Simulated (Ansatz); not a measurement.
Results of dielectric-dependent PBEsol hybrid in Ansatz (plane waves, PAW) for LiH (model structure, started from the CsCl type, Pm-3m, No. 221, 2 atoms in the cell).

Excerpt of the program's output:

```
WARN output.stress: scf.exx.energy_threshold = 1e-6 eV is looser than the 2e-8 eV advised for a stress under a hybrid functional (1e-8 eV for each atom of the …
Crystal: 2 atoms, lattice volume = 15.459 Å³
Basis set: ecut = 460 eV, 341 PW (Γ), exchange–correlation on 36×36×36 points (8 copies of the dense FFT grid, shifted against one another)
Bands: 6, of which v1, the nominal top of the filled ones, is band 2 counted from 1 (1 counted from 0)
Symmetry: 48 space group operations
Space group: Pm-3m (ITA 221), of the structure as read, at distance tolerance 2.5e-5 Å
k-points: 56 of 1000
SCF iter   1: F=—  HF=-219.052324 eV  |F-HF|=—  |Δ(HF+E_count)|=         —  Δρ=4.43e-3  dr2=1.54e-3
SCF iter   2: F=—  HF=-219.051337 eV  |F-HF|=—  |Δ(HF+E_count)|=   9.87e-4  Δρ=1.72e-3  dr2=2.09e-4
  ...
Crystal: 2 atoms, lattice volume = 15.459 Å³
Initial density: handed on by an earlier stage of this run
Functional: x = 0.7908983995945401 pbesol(κ = 0.804, μ = 0.12345679012345678) + 0.20910160040545986 exact, c = pbesol(β = 0.046)
Crystal: 2 atoms, lattice volume = 15.459 Å³
SCF iter   3: F=—  HF=-219.691882 eV  |F-HF|=—  |Δ(HF+E_count)|=   1.49e-8  Δρ=3.13e-6  dr2=1.54e-9
SCF iter   4: F=-219.691882 eV  HF=-219.691882 eV  |F-HF|=1.17e-12  |Δ(HF+E_count)|=  5.40e-10  Δρ=1.27e-7  dr2=6.79e-11
SCF 3 converged in 4 iterations: F = -219.691882 eV  dr2 = 6.79e-11
Free energy (F): -219.691882 eV
Internal energy: -219.691882 eV  (E = F + TS)
E sigma→0 (E₀):  -219.691882 eV
Fermi energy:    4.654789 eV
--- Stress (GPa, compression-positive) ---
       -0.217815       0.000000       0.000000
        0.000000      -0.217815       0.000000
        0.000000       0.000000      -0.217815
  P = ⅓ Tr σ = -0.2178 GPa (-2.178 kbar)
```

Task: Write an input file that could have produced this run (the log leaves some choices open).

Result: This is not unique; one that fits is 
Ansatz 0.2 input:
```yaml
crystal:
  lattice:
    - [2.4911308886, 0.0, 0.0]
    - [0.0, 2.4911308886, 0.0]
    - [0.0, 0.0, 2.4911308886]
  atoms:
    - { symbol: Li, position: [0.0, 0.0, 0.0] }
    - { symbol: H, position: [0.5, 0.5, 0.5] }
  host: atoms
basis:
  ecutwfc: 460
  ecutrho_ratio: 4
  xc_grid: 2
kpoints:
  mp_grid: { grid: [10, 10, 10] }
hamiltonian:
  xc:
    exchange: pbesol
    correlation: pbesol
    exx: { coeff: inverse_dielectric }
  dispersion: none
  pseudopotentials: { kind: paw }
scf:
  occupations: { method: fermi_dirac, width: 0.01 }
  convergence: { dr2_threshold: 0.0000000002 }
output:
  forces: true
  stress: true
  eigenvalues: true
```

The PAW data were made under PBE.

Note: the relaxation could raise the start's symmetry but not lower it, so the cell can be a saddle point. Note: cell and atoms aren't relaxed at this level (pressure -0.2 GPa).

The result took very roughly 50 core-seconds.

A model structure was made by putting elements into a prototype or built by hand; it is no filed structure, need not be a known phase, and can be a saddle point held by its symmetry.

Ansatz is a program for electronic structure.
